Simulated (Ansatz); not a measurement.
Formation energy of the bound charge states of Ta_Si in silicon (start: the Si site; 64-site cell, 2×2×2 shifted sampling) against the Fermi level, impurity bounded by its compound with the host (Δμ(Si) = 0.00 eV, Δμ(Ta) = -1.43 eV, bounded by TaSi2 (P6_422); only phases computed here count, gases as isolated molecules at 0 K). Computed with PBE, PAW (plane waves to 420 eV; Ansatz, a first-principles code).

Set-up: 64-site cell; 2×2×2 shifted k-points; host gap 0.61 eV; charged states image-corrected; no spin–orbit coupling; not converged in cell size.

Left out: charge +1 (level within 0.1 eV of a band edge or past it).

```tsv
E_F − E_VBM (eV)	q = 0	q = −1
0.00	4.90	5.35
0.08	4.90	5.27
0.15	4.90	5.20
0.23	4.90	5.12
0.30	4.90	5.04
0.38	4.90	4.97
0.46	4.90	4.89
0.53	4.90	4.82
0.61	4.90	4.74
```

Crossings of the lowest lines: (0/−1) at 0.45 eV.
